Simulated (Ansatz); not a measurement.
# Surface dipole against coverage: K on fcc Au (111)

One K atom in each cell of a four-layer slab of fcc Au (111), started at a threefold hollow (fcc) site; the adatom and the upper two layers relax, with a dipole correction. Δφ is the change of the top face's work function against the clean slab's 5.12 eV. By the Helmholtz relation an adatom's dipole is μ = |Δφ|/(0.377 eV × n) in debye, for n adatoms per nm². In Topping's model neighbouring dipoles depolarise each other, so that 1/μ = (1 + 9α·n^(3/2))/μ0 is a line in x = n^(3/2). All values below come from PBE (plane waves to 420 eV, PAW; Ansatz, a quantum-chemistry and plane-wave program). All cells sample the k points of the 1×1 cell's 12×12×1 mesh, with Fermi-Dirac smearing of 0.1 eV (energies taken to zero smearing), without spin polarisation or spin-orbit coupling.

```
cell  x (nm⁻³)  1/μ (1/D)  n (nm⁻²)  Δφ (eV)
----  --------  ---------  --------  -------
4×3       1.17      0.181      1.11    -2.31
3×3       1.80      0.193      1.48    -2.89
4×2       2.16      0.208      1.67    -3.02
3×2       3.33      0.232      2.23    -3.62
2×2       6.10          ?      3.34        ?
```

Task: Fit 1/μ against x with a straight line, and predict the withheld value at x = 6.10.

Result: With u = x - 2.1, the rows have u = -0.9300, -0.3000, 0.0600, 1.2300. Means: u 0.015000, 1/μ 0.2035. About the means, the sum of products is 0.059400 and the sum of squares of u is 2.4705; the slope is their ratio. Least squares gives 1/μ = 0.2031 + 0.02404·u. Residuals (row less fit): 0.0003, -0.0029, 0.0035, -0.0007; standard error 0.0032 (degrees of freedom: 2). At x = 0 the line gives 1/μ0 = 0.153, so a lone adatom carries about 6.5 D, its positive end outward; slope over intercept is 9α, which puts α at roughly 17 Å³, a figure that hangs on Δφ's last digit. At the withheld row, u = 4.0000, so 1/μ = 0.2031 + 0.02404 × 4.0000 = 0.2993 1/D. The calculation gives 0.362 1/D, 0.0627 1/D above the prediction (34.6 % of the range of 1/μ in the table). The row lies outside the fitted rows, so this is an extrapolation.

The model takes a square or triangular net of point dipoles; the 4×2, 3×2 and 4×3 nets are stretched, and dense layers bond among themselves. Only series are tabulated where Δφ keeps its sign and exceeds 0.12 eV, and the fitted rows scatter about the line by under a tenth of the table's range (standard error).

As a change of work function, the prediction is 0.377 × 3.34/0.299 = 4.21 eV in size, against 3.48 eV from the run.

Each row is one calculation, so residuals can be the form's limits or numerical noise.
